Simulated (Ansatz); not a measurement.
For C (model structure, started from the Si type, Cmcm, No. 63, 12 atoms in the cell), LDA (plane waves, PAW; Ansatz, a quantum-chemistry and plane-wave program) gives:

cohesive energy: 8.70 eV/atom
band gap: 2.82 eV

Q: What does r²SCAN (Ansatz, plane waves, PAW) give for the same quantities?

A: 
- cohesive energy: 7.24 eV/atom (decreases by 1.46 eV/atom)
- band gap: 3.07 eV (goes up by 0.25 eV)

Changes are worked out from the printed values.

Unless a cell is named, each level is at its own relaxed cell (LDA 5.98, r²SCAN 6.13 Å³/atom).

Density-functional gaps are differences of (generalised) Kohn–Sham levels.

Ansatz's density-functional and Hartree–Fock values are scalar-relativistic unless marked +SOC, with PAW data made under PBE.

A model structure was made by putting elements into a prototype or built by hand; it is no filed structure, need not be a known phase, and can be a saddle point held by its symmetry.
